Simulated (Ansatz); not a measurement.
# A computed series for HfB2: response to strain

Base system: HfB2 (space group P6/mmm, No. 191; a = 3.128 Å, c = 3.446 Å; relaxed with 0.1 eV smearing). Axes: x lies along a and z along c of the hexagonal cell.

Strains are applied to the cell and any free atomic positions relax; under biaxial strain the out-of-plane vector relaxes too.

Calculations: Ansatz (a program for electronic structure), PBEsol, PAW, cutoff 420 eV, no SOC.

Notes on the quantities. in-plane stress: mean in-plane stress (compression positive).

```json
[
 {"case": "biaxial strain −3.00 %, plane normal [001], relaxed out of plane", "in-plane stress": "+20.7 GPa", "out-of-plane strain": "+1.71 %"},
 {"case": "biaxial strain −2.50 %, plane normal [001], relaxed out of plane", "in-plane stress": "+16.9 GPa", "out-of-plane strain": "+1.41 %"},
 {"case": "biaxial strain −2.00 %, plane normal [001], relaxed out of plane", "in-plane stress": "+13.3 GPa", "out-of-plane strain": "+1.12 %"},
 {"case": "biaxial strain −1.00 %, plane normal [001], relaxed out of plane", "in-plane stress": "+6.4 GPa", "out-of-plane strain": "+0.55 %"},
 {"case": "biaxial strain +0.50 %, plane normal [001], relaxed out of plane", "in-plane stress": "-3.0 GPa", "out-of-plane strain": "-0.28 %"},
 {"case": "biaxial strain +1.00 %, plane normal [001], relaxed out of plane", "in-plane stress": "-5.9 GPa", "out-of-plane strain": "-0.55 %"},
 {"case": "biaxial strain +1.50 %, plane normal [001], relaxed out of plane", "in-plane stress": "-8.7 GPa", "out-of-plane strain": "-0.83 %"},
 {"case": "biaxial strain +2.50 %, plane normal [001], relaxed out of plane", "in-plane stress": "-14.0 GPa", "out-of-plane strain": "-1.37 %"},
 {"case": "biaxial strain +3.00 %, plane normal [001], relaxed out of plane", "in-plane stress": "-16.4 GPa", "out-of-plane strain": "-1.64 %"}
]
```

No phonon test of stability was made. The final runs are not spin-polarised.
